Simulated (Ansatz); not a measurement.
**A computed series for BAs: pressure series**

Base system: BAs in the zinc blende structure (space group F-43m, No. 216).

Space group F-43m (No. 216); a = b = c = 4.784 Å, α = β = γ = 90.00°

```json
[
 {"atom": "As", "site": "4c", "symmetry": "-43m", "x": "0.2500", "y": "0.2500", "z": "0.2500"},
 {"atom": "B", "site": "4a", "symmetry": "-43m", "x": "0.0000", "y": "0.0000", "z": "0.0000"}
]
```
(The calculation used a cell of 2 atoms; values per cell refer to that cell.)

Cell and atoms are relaxed at each pressure.

Computed with DFT with r2SCAN, PAW potentials and a 500 eV plane-wave cutoff in Ansatz (a quantum-chemistry and plane-wave program), spin-orbit coupling left out.

Candidates:
(a) pressure 7 GPa
(b) pressure 30 GPa
(c) pressure −2 GPa
(d) pressure 15 GPa

Base values:

| Property | Value |
|---|---|
| Band gap | 1.38 eV |

Task: Order them by band gap, highest first.

Result: (c) pressure −2 GPa (1.39 eV), (a) pressure 7 GPa (1.33 eV), (d) pressure 15 GPa (1.28 eV), (b) pressure 30 GPa (1.20 eV)

Load acts through the strain it causes; cell and atoms are relaxed under it. Stability against distortions was not tested. Competing high-pressure phases were not computed.
